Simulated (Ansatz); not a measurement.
Consider Li₂O in the anti-fluorite structure (space group Fm-3m, No. 225; a = 4.626 Å).

All numbers come from Ansatz (a quantum-chemistry and plane-wave program), PBE, PAW, cutoff 420 eV, scalar-relativistic without spin-orbit coupling.

One change was made to it. Results:

| quantity | base | after |
|---|---|---|
| volume per atom | 8.25 Å³ | 8.07 Å³ |
| electron mass | 0.85 mₑ along k, 0.44 mₑ across (at X) | 0.84 mₑ along k, 0.43 mₑ across (at X) |
| width of the top valence band | 1.48 eV | 1.51 eV |
| smallest direct gap | 5.23 eV | 5.39 eV |

### Question
Which change produced these results?
A. pressure 60 GPa
B. pressure 18 GPa
C. pressure 1.8 GPa

### Answer
C, pressure 1.8 GPa. For comparison, the electron mass in the other runs: pressure 18 GPa gives 0.75 mₑ along k, 0.42 mₑ across (at X); pressure 60 GPa gives 0.67 mₑ along k, 0.39 mₑ across (at X).

Load acts through the strain it causes; cell and atoms are relaxed under it. Masses are band curvatures over ±0.01 Å⁻¹ around the edge. Along k means along the line from Γ to the band edge. No phonon test of stability was made. No other phases were tried under pressure.
